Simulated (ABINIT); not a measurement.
Worked example: self-consistent single point of YMg6Al (Amm2, 8 atoms in the cell) in ABINIT.

Method of the run: PBEsol, norm-conserving pseudopotentials (PseudoDojo nc-sr-04 PBEsol standard) (plane waves; ABINIT).

The change in words: lattice scaled by 0.98. Reference geometry:
```
CELL_PARAMETERS angstrom
      5.01794     0.00000     0.00000
      0.00000     3.29184     5.66129
      0.00000    -3.29184     5.66129
ATOMIC_POSITIONS crystal
  Y  0.00000 0.67401 0.67401
  Mg 0.50000 0.32292 0.83828
  Mg 0.50000 0.83828 0.32292
  Mg 0.50000 0.33255 0.33255
  Mg 0.00000 0.16159 0.67523
  Mg 0.00000 0.67523 0.16159
  Mg 0.00000 0.16450 0.16450
  Al 0.50000 0.83091 0.83091
```

Reference input (self-consistent single point, DFT, PBEsol, plane waves, norm-conserving pseudopotentials (PseudoDojo nc-sr-04 PBEsol standard)): pseudos = [Y.upf, Mg.upf, Al.upf]; ecut = 84 Ry; occopt = 7; tsmear = 0.1 eV; ngkpt = 4 3 3; nshiftk = 1; shiftk = 0 0 0; potentials = PseudoDojo nc-sr-04 PBEsol standard; nband = 47; kptopt = 1; nstep = 60; toldfe = 1e-09 Ha. This run's input differs from it in these lines:

```diff
@@ -3,7 +3,7 @@
 pseudos "Y.upf, Mg.upf, Al.upf"
-acell 5.0179400000 6.5487763485 6.5487763485 Angstrom
+acell 4.9175810000 6.4178006345 6.4178006345 Angstrom
 rprim
          1.0000000000    0.0000000000    0.0000000000
-         0.0000000000    0.5026648987    0.8644813472
-         0.0000000000   -0.5026648987    0.8644813472
+         0.0000000000    0.5026648822    0.8644813568
+         0.0000000000   -0.5026648822    0.8644813568
 natom 8
@@ -13,10 +13,10 @@
 xcart
-         0.0000000000    0.0000000000    7.6315388859
-         2.5089700000   -1.6964826624    6.5738957540
-         2.5089700000    1.6964826624    6.5738957540
-         2.5089700000   -0.0000000000    3.7653273045
-         0.0000000000   -1.6908206976    4.7374848819
-         0.0000000000    1.6908206976    4.7374848819
-         0.0000000000    0.0000000000    1.8625660550
-         2.5089700000    0.0000000000    9.4080532569
+         0.0000000000    0.0000000000    7.4789079734
+         2.4587905000   -1.6625529061    6.4424177228
+         2.4587905000    1.6625529061    6.4424177228
+         2.4587905000    0.0000000000    3.6900206919
+         0.0000000000   -1.6570041809    4.6427351006
+         0.0000000000    1.6570041809    4.6427351006
+         0.0000000000    0.0000000000    1.8253147010
+         2.4587905000    0.0000000000    9.2198920256
       Angstrom
```

The program printed (abridged):

```
--- !BeginCycle
solver: {iscf: 7, nstep: 60, nline: 4, wfoptalg: 0, }
tolerances: {toldfe: 1.00E-09, }
...

     iter   Etot(hartree)      deltaE(h)  residm     vres2
 ETOT  1  -398.49693499622    -3.985E+02 3.150E-01 1.386E+03
 ETOT  2  -398.93023514915    -4.333E-01 1.090E-02 1.214E+02
 ETOT  3  -398.93733762460    -7.102E-03 3.577E-03 8.760E+00
 ETOT  4  -398.93784440698    -5.068E-04 1.444E-03 6.312E-01
 ETOT  5  -398.93788549961    -4.109E-05 1.309E-03 3.657E-03
 ETOT  6  -398.93788609544    -5.958E-07 6.264E-04 7.838E-05
 ETOT  7  -398.93788610908    -1.364E-08 4.675E-04 7.130E-06
 ETOT  8  -398.93788610967    -5.900E-10 1.636E-04 8.637E-08
 ETOT  9  -398.93788610968    -3.638E-12 1.504E-04 1.961E-09
 At SCF step    9, etot is converged :
  for the second time, diff in etot=  3.638E-12 < toldfe=  1.000E-09

 Cartesian components of stress tensor (hartree/bohr^3)
  sigma(1 1)= -6.16732935E-05  sigma(3 2)=  0.00000000E+00
  sigma(2 2)= -6.41663779E-05  sigma(3 1)=  0.00000000E+00
  sigma(3 3)= -6.00979703E-05  sigma(2 1)=  0.00000000E+00

 ----iterations are completed or convergence reached----

 reduced coordinates (array xred) for    8 atoms
       0.000000000000      0.674009999979      0.674009999979
       0.500000000000      0.322919999972      0.838279999990
       0.500000000000      0.838279999990      0.322919999972
       0.500000000000      0.332549999989      0.332549999989
       0.000000000000      0.161589999985      0.675229999991
       0.000000000000      0.675229999991      0.161589999985
   [... lines left out ...]
 Fermi (or HOMO) energy (hartree) =   0.18918   Average Vxc (hartree)=  -0.34033
 Fermi (or HOMO) energy (eV) =   5.14789   Average Vxc (eV)=  -9.26082
   [... lines left out ...]
total_energy        : -3.98937886109677E+02
total_energy_eV     : -1.08556519552274E+04
band_energy         : -8.52320300058459E+01
...

-Cartesian components of stress tensor (GPa)         [Pressure=  1.8235E+00 GPa]
- sigma(1 1)= -1.81449063E+00  sigma(3 2)=  0.00000000E+00
- sigma(2 2)= -1.88783970E+00  sigma(3 1)=  0.00000000E+00
- sigma(3 3)= -1.76814303E+00  sigma(2 1)=  0.00000000E+00

 Calculation completed.
```

The run converged in 9 iterations. Against the reference run the free energy goes up by 3.8 meV/atom, the pressure goes from -0.85 to 1.82 GPa and the largest force goes from 0.061 to 0.103 eV/Å.

The starting cell comes from a database of computed structures (which also holds hypothetical and non-ambient phases and stackings), without a prior relaxation at this level. For this run, on top of that: lattice scaled by 0.98.

Cost on one core of a shared machine: roughly 4 min.
